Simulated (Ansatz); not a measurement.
Ta₂Pd₃Se₈ (Pbam, No. 55, 26 atoms in the cell; start mp-18010), treated with PBEsol (Ansatz, a program for electronic structure, PAW).

Run with plane-wave cutoff 520 eV, 4×4×10 k mesh (along the axes of the cell as run), Fermi–Dirac smearing 0.01 eV, scalar-relativistic PAW data made under PBE.

Cell (relaxed with PBEsol):

```
Pd3Ta2Se8
1.0
   10.80161     0.00000     0.00000
    0.00000    15.14464     0.00000
    0.00000     0.00000     3.53883
Ta Pd Se
4 6 16
Direct
  0.70352   0.37884   0.50000
  0.29648   0.62116   0.50000
  0.20352   0.12116   0.50000
  0.79648   0.87884   0.50000
  0.86437   0.27814   0.00000
  0.13563   0.72186   0.00000
  0.36437   0.22186   0.00000
  0.63563   0.77814   0.00000
  0.50000   0.50000   0.00000
  0.00000   0.00000   0.00000
  0.94011   0.37770   0.50000
  0.05989   0.62230   0.50000
  0.44011   0.12230   0.50000
  0.55989   0.87770   0.50000
  0.73500   0.21197   0.50000
  0.26500   0.78803   0.50000
  0.23500   0.28803   0.50000
  0.76500   0.71197   0.50000
  0.53385   0.34180   0.00000
  0.46615   0.65820   0.00000
  0.03385   0.15820   0.00000
  0.96615   0.84180   0.00000
  0.77384   0.00393   0.00000
  0.22616   0.99607   0.00000
  0.27384   0.49607   0.00000
  0.72616   0.50393   0.00000
```

Predict the band gap, smallest direct gap on the k points sampled and Γ–Γ gap.


- band gap: 0.55 eV
- smallest direct gap on the k points sampled: 0.70 eV
- Γ–Γ gap: 0.72 eV

Spin–orbit coupling is not included.

It cost roughly 24 core-minutes of CPU time.

A start named mp-… is a Materials Project structure, which need not be a measured phase.
